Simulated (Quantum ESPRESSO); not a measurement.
How a calculation on Li₂H₂Pd (I4/mmm, 5 atoms in the cell) responds to its settings

Li₂H₂Pd has the tetragonal space group I4/mmm (No. 139), Pearson symbol tI10. Cell: a = b = 3.079 Å, c = 10.238 Å, α = β = γ = 90.00°. Li on 4e is coordinated by 4 Pd at 2.636 Å. H on 4e has 1 Pd at 1.672 Å. Pd on 2a is surrounded by 2 H at 1.672 Å and 8 Li at 2.636 Å. (Neighbours: up to the widest gap in distance over summed covalent radii, below 1.35, at either atom; cation-cation and far metal-metal contacts left out.)
(The calculation used a cell of 5 atoms; values per cell refer to that cell.)

Base run A: PBEsol, GBRV 1.5 ultrasoft (PBESOL) pseudopotentials (Quantum ESPRESSO), self-consistent single point.

Its settings: ecutwfc = 40 Ry; ecutrho = 320 Ry; occupations = smearing; smearing = gauss; degauss = 0.019992 Ry; K_POINTS = automatic 10 10 10 0 0 0; conv_thr = 1e-10 Ry.

The starting cell comes from a database of computed structures (which also holds hypothetical and non-ambient phases and stackings), without a prior relaxation at this level. Spin polarisation is off.

ΔF is the free energy per atom less that of run A. 

Run A gave: pressure (GPa) -0.54; largest force (eV/Å) 0.030; TS (meV/atom) 3.8.

Runs:
- B: degauss = 0.000146997 Ry
- C: degauss = 0.000734986 Ry
- D: degauss = 0.0018375 Ry
- E: degauss = 0.0036749 Ry
- F: degauss = 0.0073499 Ry
- G: degauss = 0.011025 Ry
- H: degauss = 0.0147 Ry
- I: degauss = 0.02205 Ry
- J: degauss = 0.036749 Ry
- K: degauss = 0.058799 Ry

What does run J change against A?

The free energy drops by 4.4 meV/atom, the pressure moves little (-0.54 to -0.56 GPa) and the largest force goes from 0.030 to 0.036 eV/Å.

What does run E change against A?

The free energy rises by 2.1 meV/atom, the pressure hardly changes (-0.54 to -0.55 GPa) and the largest force stays at 0.030 eV/Å.

```
run  ΔF (meV/atom)  pressure (GPa)  largest force (eV/Å)  TS (meV/atom)
---  -------------  --------------  --------------------  -------------
A             0.00           -0.54                 0.030            3.8
B              2.2           -0.56                 0.031            0.0
C              2.2           -0.56                 0.031            0.0
D              2.2           -0.56                 0.031            0.0
E              2.1           -0.55                 0.030            0.2
F             1.79           -0.55                 0.030            0.7
G             1.38           -0.54                 0.029            1.3
H             0.89           -0.54                 0.030            2.2
I            -0.40           -0.55                 0.031            4.5
J             -4.4           -0.56                 0.036           12.8
K            -15.1           -0.51                 0.052           36.8
```
